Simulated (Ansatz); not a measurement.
The starting structures come from a database of crystals and need not be the phases stable at ambient conditions.

Where the default PAW files enter, the runs use the earlier of Ansatz's two default sets.

By PBEsol, the system below comes out a metal.

Without scattering a metal conducts by its projected Fermi surface.

Here is the system:

```
CELL_PARAMETERS angstrom
      3.16114     0.00000     0.00000
      0.00000     3.16114     0.00000
      1.58057    -1.58057     2.23527
ATOMIC_POSITIONS crystal
  Hf 0.00000 0.00000 0.00000
```

Space group of this cell: Fm-3m, fcc (Cu type). The cell is taken as given; by PBEsol its mean pressure is -3.6 GPa.

The current flows along the normal of the first two printed cell vectors, the (001) plane of the conventional cell. No spin-orbit coupling; the value is a mean over 0.1 eV about the Fermi level.

**Question.** Compute, with Ansatz (a program for electronic structure) with PBEsol, the ballistic conductance per area.

**Answer.** 1.1 × 10¹⁵ S/m² for both spins.
